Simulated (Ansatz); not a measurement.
Reference: GaAs (F-43m), r2SCAN with spin-orbit coupling, rigid bands (plane waves, PAW; Ansatz, a program for electronic structure); axes and stresses refer to this cell.

```
CELL_PARAMETERS angstrom
      0.00000     2.83321     2.83321
      2.83321     0.00000     2.83321
      2.83321     2.83321     0.00000
ATOMIC_POSITIONS crystal
  Ga 0.00000 0.00000 0.00000
  As 0.25000 0.25000 0.25000
```

* **Seebeck coefficient, n-type 1e19 cm⁻³**: -44 μV/K
* **hole conductivity mass**: 0.40 mₑ
* **band gap**: 0.86 eV

Task: Change: hydrostatic pressure -2 GPa. What happens to Seebeck coefficient, n-type 1e19 cm⁻³, hole conductivity mass, band gap?

Result: Seebeck coefficient, n-type 1e19 cm⁻³ falls in size to -37 μV/K; hole conductivity mass goes up to 0.42 mₑ; band gap drops to 0.62 eV.

Task: Change: hydrostatic pressure 10 GPa. What happens to Seebeck coefficient, n-type 1e19 cm⁻³, hole conductivity mass, band gap?

Result: Seebeck coefficient, n-type 1e19 cm⁻³ rises in size to -327 μV/K; hole conductivity mass drops to 0.35 mₑ; band gap grows to 1.43 eV.

Masses are for dilute carriers at 300 K, harmonic means over directions unless an axis is named. Seebeck coefficients are for the stated density at 300 K, with one relaxation time for all states and whether or not that doping can be reached. Stresses and pressures are the targets of the relaxation.  The structure type is held under load, also where the real crystal would transform.
